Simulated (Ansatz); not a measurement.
The starting structures come from a database of crystals and need not be the phases stable at ambient conditions.

 Where the default PAW files enter, the runs use the earlier of Ansatz's two default sets.

# Evanescent states of Au₂S (Pn-3m, not sure to be the ambient phase, 6 atoms a cell, 24.4 Å³ an atom) along the normal of (110)

Level of theory: r2SCAN (plane waves, PAW; Ansatz, an electronic-structure program).

The gap is the functional's own. No spin-orbit coupling. Mid-gap values are interpolated on the energy grid.

Energies count from the valence-band top; κ is the least over a 6×4 mesh across the current.

```json
[
 {"E (eV)": "0.07", "κ (1/Å)": "0.061", "where": "Γ"},
 {"E (eV)": "0.20", "κ (1/Å)": "0.101", "where": "Γ"},
 {"E (eV)": "0.33", "κ (1/Å)": "0.125", "where": "Γ"},
 {"E (eV)": "0.46", "κ (1/Å)": "0.141", "where": "Γ"},
 {"E (eV)": "0.58", "κ (1/Å)": "0.153", "where": "Γ"},
 {"E (eV)": "0.71", "κ (1/Å)": "0.161", "where": "Γ"},
 {"E (eV)": "0.84", "κ (1/Å)": "0.167", "where": "Γ"},
 {"E (eV)": "0.97", "κ (1/Å)": "0.170", "where": "Γ"},
 {"E (eV)": "1.10", "κ (1/Å)": "0.172", "where": "Γ"},
 {"E (eV)": "1.24", "κ (1/Å)": "0.171", "where": "Γ"},
 {"E (eV)": "1.36", "κ (1/Å)": "0.168", "where": "Γ"},
 {"E (eV)": "1.50", "κ (1/Å)": "0.164", "where": "Γ"},
 {"E (eV)": "1.62", "κ (1/Å)": "0.157", "where": "Γ"},
 {"E (eV)": "1.75", "κ (1/Å)": "0.149", "where": "Γ"},
 {"E (eV)": "1.89", "κ (1/Å)": "0.138", "where": "Γ"},
 {"E (eV)": "2.02", "κ (1/Å)": "0.123", "where": "Γ"},
 {"E (eV)": "2.15", "κ (1/Å)": "0.105", "where": "Γ"},
 {"E (eV)": "2.27", "κ (1/Å)": "0.079", "where": "Γ"},
 {"E (eV)": "2.40", "κ (1/Å)": "0.030", "where": "Γ"}
]
```

Question: How thick must the barrier be to attenuate the transmission by 10^8 when the electrodes' Fermi level lies at 2.02 eV, and what attenuation does that film give at 2.40 eV?

Answer: d = 8 ln 10 / (2 × 0.123) = 74.9 Å. At 2.40 eV it gives 8 × 0.030/0.123 = 2.0 decades.
